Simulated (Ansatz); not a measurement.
By PBEsol, the system below comes out a metal.

Consider the following.

```yaml
crystal:
  lattice:
    - [2.81569, 0.00000, 0.00000]
    - [-0.93856, 2.65466, 0.00000]
    - [0.93856, 1.32733, 2.29900]
  atoms:
    - { symbol: Nb, position: [0.00000, 0.00000, 0.00000] }
```

The cell is strained (all lengths scaled by 0.98); by PBEsol it stands under a pressure of 3.5 GPa.

The current flows along the normal of the first two printed cell vectors, the (110) plane of the conventional cell. No spin-orbit coupling; the value is a mean over 0.1 eV about the Fermi level.

**Question.** State the ballistic conductance per area according to PBEsol in Ansatz (a quantum-chemistry and plane-wave program).

**Answer.** 1.9 × 10¹⁵ S/m² for both spins.
